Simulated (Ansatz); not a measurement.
Several settings converged on Sr₂GaSi (Amm2, 4 atoms in the cell)

```xyz
4
Lattice="4.2436 0.0000 0.0000 0.0000 2.3685 5.9091 0.0000 -2.3685 5.9091" Properties=species:S:1:pos:R:3 pbc="T T T"
Sr     2.1218     0.0000     7.5547
Sr     0.0000     0.0000     4.2401
Ga     2.1218     0.0000    11.0902
Si     0.0000     0.0000     0.7515
```

Base method: LDA (PW92), default PAW files made with PBE (plane waves; Ansatz, a quantum-chemistry and plane-wave program).

Base settings: basis.ecutwfc = 420 eV; kpoints.mp_grid.grid = 8 8 8; hamiltonian.xc = lda; hamiltonian.pseudopotentials = {kind: paw} (the program's default PAW files); scf.occupations.method = gaussian; scf.occupations.width = 0.1 eV.

Core times come from one kind of shared machine, to one figure; runs under 30 s give none.

**Zone-centre phonons against the cutoff**

In this ladder: phonons.method = dfpt.

The mesh stays at the base's, so the ladder's end is converged at best in this setting alone.

Frequencies are those of the unrelaxed cell, without the LO-TO term of polar crystals.

Only quantities that move along the ladder and can be compared are tabulated.

| basis.ecutwfc | highest zone-centre frequency (cm⁻¹) | lowest optical frequency (cm⁻¹) | core time / last (rough) |
|---|---|---|---|
| 210 eV | 244.5 | 91.0 | 0.4 |
| 295 eV | 233.4 | 88.9 | 0.5 |
| 420 eV | 234.8 | 89.2 | 0.8 |
| 505 eV | 234.8 | 89.2 | 1 |

Coarsest basis.ecutwfc that holds the highest zone-centre frequency within 2 cm⁻¹ of the last step, with all finer ones: 295 eV; the step before is off by 9.7 cm⁻¹.

Coarsest basis.ecutwfc that holds the lowest optical frequency within 1 cm⁻¹ of the last step, with all finer ones: 295 eV; the step before is off by 1.8 cm⁻¹.

**Zone-centre phonons against the mesh**

In this ladder: phonons.method = dfpt.

Frequencies are those of the unrelaxed cell, without the LO-TO term of polar crystals.

Only quantities that move along the ladder and can be compared are tabulated.

```csv
kpoints.mp_grid.grid,highest zone-centre frequency (cm⁻¹),lowest optical frequency (cm⁻¹),core time / last (rough)
2 2 2,236.2,-56.2,–
3 3 3,237.1,59.1,0.09
4 4 4,240.2,88.6,0.2
6 6 6,235.8,89.7,0.4
9 9 9,234.6,89.1,1
```

Coarsest kpoints.mp_grid.grid that holds the highest zone-centre frequency within 5 cm⁻¹ of the last step, with all finer ones: 6 6 6, at about 0.4 of the last step's time; the step before is off by 5.5 cm⁻¹.

Coarsest kpoints.mp_grid.grid that holds the lowest optical frequency within 10 cm⁻¹ of the last step, with all finer ones: 4 4 4, at about 0.2 of the last step's time; the step before is off by 30 cm⁻¹.

**The force threshold of a relaxation**

On Sr2GaSi (Amm2, 4 atoms in the cell): one atom moved by 0.15 angstrom.

In this ladder: relax = atoms.

The mesh stays at the base's, so the ladder's end is converged at best in this setting alone.

Only quantities that move along the ladder and can be compared are tabulated.

```tsv
relax.f_tol	free energy less the last step's (meV/atom)	largest force left (eV/Å)	relaxation steps	core time / last (rough)
0.2 eV/Å	0.40	0.0929	2	0.5
0.05 eV/Å	0.03	0.0153	3	0.7
0.02 eV/Å	0.03	0.0153	4	0.8
0.005 eV/Å	0.00	0.0045	4	0.9
0.001 eV/Å	0.00	0.0002	5	1
```

Coarsest relax.f_tol that holds the free energy within 0.05 meV/atom of the last step, with all finer ones: 0.05 eV/Å; the step before is off by 0.40 meV/atom.

Coarsest relax.f_tol that holds the largest force left within 0.01 eV/Å of the last step, with all finer ones: 0.005 eV/Å; the step before is off by 0.015 eV/Å.

On the base run: the starting cell comes from a database of computed structures (which also holds hypothetical and non-ambient phases and stackings), without a prior relaxation at this level. Its lattice was rescaled by up to half a per cent. In the base run, with a pressure of about -3 GPa the cell is away from its equilibrium volume at this level.

Keys are those of Ansatz 0.2.
